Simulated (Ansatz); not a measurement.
Take CdTe in the zinc blende structure (space group F-43m, No. 216; a = 6.618 Å) as the base.

Computed with Ansatz (a program for electronic structure) PBE, no spin-orbit coupling.

For the base:

```
Item                       Value
-------------------  -----------
Gap character        direct at Γ
Lattice parameter a      6.618 Å
```

The change: a hydrostatic pressure of 1.5 GPa.

**Question.** What happens to the gap character?

**Answer.** The gap character stays direct at Γ.

**Question.** How does this affect the lattice parameter a?

**Answer.** The lattice parameter a decreases by 0.084 Å to 6.534 Å.

Spin-orbit coupling, missing from the scalar runs, can matter with Te. Load acts through the strain it causes; cell and atoms are relaxed under it. Whether these cells are dynamically stable was not tested.
